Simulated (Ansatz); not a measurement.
## Response to strain in Pd

Start from Pd in the fcc (Cu type) structure (space group Fm-3m, No. 225; a = 3.945 Å; relaxed with 0.1 eV smearing).

Strains are applied to the cell and any free atomic positions relax.

Method: Ansatz (a program for electronic structure) PBE, spin-orbit coupling left out.

Notes on the quantities. energy relative to the base: free energy F.

| isotropic strain (%) | energy relative to the base (meV/atom) |
|---|---|
| -3 | 74.1 |
| -2 | 31.4 |
| -1 | 7.5 |
| -0.5 | ? |
| 0 | 0.0 |
| 1 | 6.9 |
| 1.5 | 15.1 |
| 2 | 26.2 |
| 3 | 56.4 |

Fit ΔE = Aε² + Bε³ (ε in %) to the rows shown and predict the withheld row.

Least squares on the printed values gives A = 7.24 and B = -0.33 meV/atom (largest residual 0.2 meV/atom); this predicts 1.9 meV/atom, and the run gives 1.8 meV/atom, in agreement.

Stability against distortions was not tested. All final runs are without spin polarisation. Pd lies near a magnetic instability that expansion can trigger; it was not tested.
